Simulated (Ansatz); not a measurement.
We consider Ca3P2 (model structure, started from the A-La2O3 type, P-3m1, No. 164, 5 atoms in the cell), described by PBE0 in Ansatz (plane waves, PAW).

Run with plane-wave cutoff 460 eV, 6×6×4 k mesh (along the axes of the cell as run), Fermi–Dirac smearing 0.01 eV, scalar-relativistic PAW data made under PBE.

Cell (relaxed with PBEsol):

```
Ca3P2
1.0
    4.70369     0.00000     0.00000
   -2.35185     4.07352     0.00000
    0.00000     0.00000     6.58015
P Ca
2 3
Direct
  0.33333   0.66667   0.22249
  0.66667   0.33333   0.77751
  0.00000   0.00000   0.00000
  0.33333   0.66667   0.67123
  0.66667   0.33333   0.32877
```

Task: Give the computed band gap and smallest direct gap on the k points sampled.

Result: 
band gap: 2.23 eV (on the SCF k mesh) (indirect)
smallest direct gap on the k points sampled: 3.07 eV

Note: the relaxation could raise the start's symmetry but not lower it, so the cell can be a saddle point; cell and atoms aren't relaxed at this level (largest force component 0.06 eV/Å, pressure 1.7 GPa).

Static lattice: no zero-point or thermal effects.

Computing time: roughly 4 core-minutes.

A model structure was made by putting elements into a prototype or built by hand; it is no filed structure, need not be a known phase, and can be a saddle point held by its symmetry.

Ansatz is a program for electronic structure.
